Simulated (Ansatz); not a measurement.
Take MgSe in the rock salt structure (space group Fm-3m, No. 225) as the base.

MgSe has the cubic space group Fm-3m (No. 225), the rock salt structure, Pearson symbol cF8. Conventional cell: a = b = c = 5.4498 Å, α = β = γ = 90.00°. Se on 4a sees 6 Mg at 2.725 Å (octahedral). Mg on 4b is surrounded by 6 Se at 2.725 Å (octahedral). (Neighbours: up to the widest gap in distance over summed covalent radii, below 1.35, at either atom; cation-cation and far metal-metal contacts left out.)
(The calculation used a cell of 2 atoms; values per cell refer to that cell.)

Levels (all Ansatz, a first-principles code, PAW): PBEsol (420 eV, no SOC); r2SCAN (500 eV, scalar-relativistic without spin-orbit coupling).

Its gap is 1.78 eV with PBEsol and 2.50 eV with r2SCAN.

It is then changed as follows: a hydrostatic pressure of 30 GPa.

With PBEsol the gap becomes 2.18 eV.

Question: If the r2SCAN correction stayed the same, what would the r2SCAN gap be, and what does the r2SCAN run give?

Answer: A rigid correction of +0.72 eV gives 2.90 eV. The r2SCAN run gives 2.94 eV, so the correction itself changes by +0.04 eV.

Single points use the geometry relaxed with PBEsol. Load acts through the strain it causes; cell and atoms are relaxed under it. Stability against distortions was not tested. No other phases were tried under pressure.
